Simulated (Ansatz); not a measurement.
End structure of a constructed model of the (111) surface of fcc Ir, a layer of Zn in place of the second plane (bottom of the slab: a bare face, its two planes held):

```xyz
6
Lattice="2.7372 0.0000 0.0000 -1.3686 2.3705 0.0000 0.0000 0.0000 27.0000" Properties=species:S:1:pos:R:3 pbc="T T T"
Ir     0.0000     1.5803     8.0267
Ir     1.3686     0.7902    10.2616
Ir     0.0000     0.0000    12.4749
Ir     0.0000     1.5803    14.7044
Zn     1.3686     0.7902    16.8913
Ir     0.0000     0.0000    19.0012
```

Slab: 6 atoms, 10.9 Å thick at the start with caps and adatoms (thin: gaps and levels are the slab's own); k 16x16x1, smearing 0.1 eV, dipole-corrected; 2 atoms held, the rest relaxed; start symmetry kept, larger cells not searched; no spin, no spin-orbit, no U. In PBE it is, or lies within 0.01 eV a 1x1 cell of, the lowest of the 2 structures of its composition computed so far; subsurface sites and larger cells were not tried.

Estimate the work function of the top face that PBE (Ansatz, a program for electronic structure) returns for this input.

5.63 eV
